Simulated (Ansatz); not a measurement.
## Amorphous Al28O44Si

It comes from a melt-quench run on a machine-learned potential (CHGNet), relaxed afterwards by DFT. O atoms were pushed apart under 1.9 Å during the dynamics, to hinder bonds among them. The hot cell started wider than the set density and was brought back towards it in steps. It is the lowest in DFT energy of 2 quenches. It is a model cell: composition and starting density were chosen by hand, and all elements were melted together. No dispersion term was used.

Methods: PBE, scalar-relativistic without spin-orbit coupling (Ansatz, a first-principles code); r2SCAN, scalar-relativistic without spin-orbit coupling (Ansatz); HSE06, scalar-relativistic without spin-orbit coupling (Ansatz). Geometry, pressure, stress and energy are those of the PBE run. Its sampling: a 2×2×2 Γ-centred mesh; Fermi-Dirac width 0.02 eV; no spin polarisation. Other functionals are single points at the zone centre (r2SCAN at 500 eV; exact exchange cut at the cell's faces), free to take moments where seeds were set. At PBE the levels at the filled edge of the gap are localised (band-tail or defect states), and the nearest spread-out levels lie 3.9 eV apart at the zone centre.

```json
{
 "number_of_atoms_in_the_cell": "73",
 "Density (volume relaxed, without dispersion)": "3.15 g/cm^3",
 "volume_per_atom": "72.5 bohr³",
 "Pressure on a 2×2×2 Γ-centred mesh": "0.04 GPa",
 "Largest force and stress component on that mesh (the relaxation ran on the zone centre alone)": "0.03 eV/Å and 0.1 GPa",
 "Energy relative to corundum + alpha cristobalite (lowest mix at this level among the phases computed, not always the ambient ones)": "0.162 eV/atom",
 "Level gap on a 2×2×2 Γ-centred mesh (PBE)": "3.49 eV",
 "Level gap at the zone centre (PBE)": "3.50 eV",
 "Level gap at the zone centre (r2SCAN)": "4.16 eV",
 "Level gap at the zone centre (HSE06)": "5.22 eV"
}
```

Cut-offs for bonds: Al-Al 2.66 Å, Al-O 2.46 Å, Al-Si 2.55 Å, O-O 1.58 Å, O-Si 2.12 Å, Si-Si 2.60 Å. Two cations that share two anions don't count as bonded, nor two that share one unless they lie closer than Al-Al 2.59 Å, Al-Si 2.48 Å, Si-Si 2.38 Å.

The mean coordination of Al by anions is 4.68 (11 with 4, 15 with 5, 2 with 6). The mean coordination of O comes out as 3.07 (2 with 2, 37 with 3, 5 with 4), the mean coordination of Si by anions comes out as 4.00 (1 with 4) and the mean Al-O bond is 1.865 Å (spread 0.102 Å, 131 counted). The mean O-Si bond is 1.631 Å (spread 0.037 Å, 4 counted).

Its density started from a set value of 3.06 g/cm³. The quench (nominally 410 K/ps over its main leg) was far faster than any real one, so the model tends to hold more defects than a real film. One small periodic cell is one sample of the glass; other quenches scatter about these values. Volume and shape were free in the relaxation.
